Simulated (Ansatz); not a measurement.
```
CELL_PARAMETERS angstrom
     18.00000     0.00000     0.00000
      0.00000    20.00000     0.00000
      0.00000     0.00000     4.06101
ATOMIC_POSITIONS crystal
  Ge 0.38974 0.46516 0.00000
  Ge 0.38974 0.53484 0.50000
  Ge 0.50000 0.32301 0.50000
  Ge 0.50000 0.39251 0.00000
  Ge 0.50000 0.60749 0.50000
  Ge 0.50000 0.67699 0.00000
  Ge 0.61026 0.46516 0.00000
  Ge 0.61026 0.53484 0.50000
  H  0.31914 0.42032 0.00000
  H  0.31914 0.57968 0.50000
  H  0.43067 0.27714 0.50000
  H  0.56933 0.27714 0.50000
  H  0.43067 0.72286 0.00000
  H  0.56933 0.72286 0.00000
  H  0.68086 0.42032 0.00000
  H  0.68086 0.57968 0.50000
```

Level of theory: PBE (plane waves to 420 eV, PAW; Ansatz, a quantum-chemistry and plane-wave program). Mesh 1×1×8. No spin polarisation. It repeats along c; a and b span vacuum. An idealised model, cut from the bulk lattice. Only distortions within the start's symmetry and period were free. Values not marked SOC lack spin–orbit coupling.

Tabulate the two highest filled and two lowest empty levels along the axis, from the valence top.


```tsv
k (2π/c)	v2 (eV)	v1 (eV)	c1 (eV)	c2 (eV)
0.000	-0.67	0.00	2.00	2.01
0.042	-0.78	-0.15	2.13	2.14
0.083	-0.85	-0.48	2.46	2.48
0.125	-0.90	-0.85	2.87	2.91
0.167	-1.14	-0.97	3.19	3.29
0.208	-1.32	-1.06	3.12	3.33
0.250	-1.43	-1.18	2.99	3.23
0.292	-1.52	-1.31	2.91	3.09
0.333	-1.58	-1.45	2.89	3.00
0.375	-1.62	-1.58	2.92	2.96
0.417	-1.69	-1.67	2.94	2.95
0.458	-1.76	-1.72	2.89	2.90
0.500	-1.75	-1.75	2.88	2.88
```
